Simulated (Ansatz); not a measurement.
**Defect calculation: Ga vacancy + O on the N site (V_Ga+O_N) in metastable zinc-blende GaN**

Calculation: PBE, PAW (plane waves to 420 eV; Ansatz, a quantum-chemistry and plane-wave program). The supercell holds 64 host sites (2×2×2 repeats of the unit cell), with a 2×2×2 shifted k-point sampling for the final energies. Sites at the start: the Ga site; N 1.97 Å away. Finite-size correction: monopole term and site-potential alignment. Dielectric constants: PBE linear response of the host. Host gap at this level: 1.54 eV. Finite-size and sampling errors can reach tenths of an eV here. The semilocal functional narrows the gap, so deep levels can fall outside it. Spin–orbit coupling is left out. Each state is the lowest found from its start.

Formation energies E_f are given with the Fermi level at the valence-band maximum. Chemical conditions: Ga-rich (Δμ(Ga) = 0.00 eV, Δμ(N) = -0.87 eV, Δμ(O) = -3.04 eV, bounded by beta Ga2O3; only phases computed here count, gases as isolated molecules at 0 K); N-rich (Δμ(Ga) = -0.87 eV, Δμ(N) = 0.00 eV, Δμ(O) = -2.45 eV, bounded by beta Ga2O3; only phases computed here count, gases as isolated molecules at 0 K). Reference phases: Ga: alpha gallium, N: N2 molecule in a box, O: O2 molecule in a box.

```
charge         moment (μB)  largest move off a lattice site (Å)  image correction with alignment (eV)  E_f, Ga-rich (eV)  E_f, N-rich (eV)  above the lowest spin state (eV)
------  ------------------  -----------------------------------  ------------------------------------  -----------------  ----------------  --------------------------------
+1*                    3.0                                 0.27                                     –                  –                 –                              0.00
+1*                    3.0                                 0.27                                     –                  –                 –                              0.00
0                      2.0                                 0.22                                  0.00               4.98              4.40                              0.00
0†      not spin-polarised                                 0.22                                  0.00               5.26              4.68                              0.28
−1†                    1.0                                 0.24                                  0.56                  –                 –                              0.00
−1†                    1.0                                 0.24                                  0.56                  –                 –                              0.00
−2      not spin-polarised                                 0.26                                  1.42               6.97              6.39                              0.00
−2                     0.0                                 0.26                                  1.42               6.97              6.39                              0.00
```

* At this level the carrier isn't localised at the defect: at charge +1 holes occupy the valence band. Such a state is shallow or no state of the defect, and this cell gives it no level.

† Not settled in this cell, so no level is given: charge −1: a level filled in part.

Starting moments that weren't kept: charge +1 began with 1 μB and ended with 3.0; charge −1 began with 3 μB and ended with 1.0; charge −2 began with 2 μB and ended with 0.0.

All states together cost roughly 4 core-hours.
